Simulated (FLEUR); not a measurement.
Band structure of Cu₃Sn (Fm-3m, 4 atoms in the cell).

```
Cu3Sn
1.0
    0.00000     3.10029     3.10029
    3.10029     0.00000     3.10029
    3.10029     3.10029     0.00000
Cu Sn
3 1
Cartesian
  3.10029   3.10029   3.10029
  4.65043   4.65043   4.65043
  1.55015   1.55015   1.55015
  0.00000   0.00000   0.00000
```

Computed with FLEUR with PBEsol, all-electron FLAPW (FLEUR), scalar-relativistic valence.

Settings: Kmax = 4.2 1/bohr; GmaxXC = 12.6 1/bohr; xcFunctional = PBEs; jspins = 1; l_soc = F; mode = hist; fermiSmearingEnergy = 0.00367493 Htr; mesh (inpgen div1-3) = 9 9 9; inpgen gamma flag = false; Gmax = 12.6 1/bohr; numbands = 0; maxIterBroyd = 15; imix = Anderson; alpha = 0.05.

The starting cell comes from a database of computed structures (which also holds hypothetical and non-ambient phases and stackings), without a prior relaxation at this level. Its lattice was rescaled by a random factor within 2.5 % of one. Spin polarisation is off. Values depend on the basis (sphere radii, cutoffs, local orbitals), which need not be converged.

Levels in eV from the Fermi level, bands 21 to 28:
| point | 21 | 22 | 23 | 24 | 25 | 26 | 27 | 28 |
|---|---|---|---|---|---|---|---|---|
| Γ | -2.47 | 1.24 | 2.19 | 2.19 | 2.19 | 3.35 | 3.35 | 3.35 |
| X | -2.44 | -2.42 | -2.37 | -2.37 | 0.36 | 1.14 | 9.24 | 9.24 |
| W | -2.47 | -2.34 | -2.34 | -2.32 | 3.68 | 3.82 | 4.39 | 4.39 |
| K | -2.41 | -2.37 | -2.25 | -1.51 | 0.82 | 3.74 | 6.87 | 7.02 |
| L | -2.47 | -2.32 | 1.20 | 1.25 | 1.25 | 2.26 | 2.26 | 3.42 |
| U | -2.41 | -2.37 | -2.25 | -1.51 | 0.82 | 3.74 | 6.87 | 7.02 |
